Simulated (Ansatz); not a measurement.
Ti2InN (P6_3/mmc): resistivity and electron-phonon coupling

Given:

```yaml
crystal:
  lattice:
    - [3.05359, 0.00000, 0.00000]
    - [-1.52680, 2.64449, 0.00000]
    - [0.00000, 0.00000, 13.87778]
  atoms:
    - { symbol: Ti, position: [0.66667, 0.33333, 0.42081] }
    - { symbol: Ti, position: [0.33333, 0.66667, 0.57919] }
    - { symbol: Ti, position: [0.33333, 0.66667, 0.92081] }
    - { symbol: Ti, position: [0.66667, 0.33333, 0.07919] }
    - { symbol: In, position: [0.66667, 0.33333, 0.75000] }
    - { symbol: In, position: [0.33333, 0.66667, 0.25000] }
    - { symbol: N, position: [0.00000, 0.00000, 0.00000] }
    - { symbol: N, position: [0.00000, 0.00000, 0.50000] }
```

The numbers are results of PBEsol, DFPT electron-phonon coupling, linearised Boltzmann equation (plane waves, PAW, scalar-relativistic; Ansatz, a quantum-chemistry and plane-wave program), not measurements. How the cell was made: relaxed with this functional, without spin-orbit coupling.

```json
{
  "resistivity at 300 K": "32 (x), 32 (y), 33 (z) μΩ·cm",
  "electron mean free path at 300 K (weighted by the current that each state carries)": "8.0 (x), 8.0 (y), 7.2 (z) nm",
  "electron-phonon coupling λ": "0.42",
  "transport coupling λ_tr": "0.32 (x), 0.32 (y), 0.36 (z)",
  "logarithmic_mean_phonon_energy": "26 meV",
  "density of states at the Fermi level": "2.2 states/(eV·spin·cell)",
  "drude_plasma_energy": "3.2 eV"
}
```

A metal at this level (no band gap). Only scattering by harmonic phonons is included (no impurities, grain boundaries, electron-electron scattering or thermal expansion). Spin-orbit coupling is left out. Halving the electron mesh (32x32x8) moves the resistivity by up to 3 % at 300 K, the mean free path by up to 6 %, the coupling by up to 1 %. Smearing 0.20 eV; phonons on a 5x5x1 q mesh, which this run doesn't test and which matters most at low temperature.

Computed structure with no diffraction record at hand here (it may be known, metastable or hypothetical): Ti2InN (P6_3/mmc).
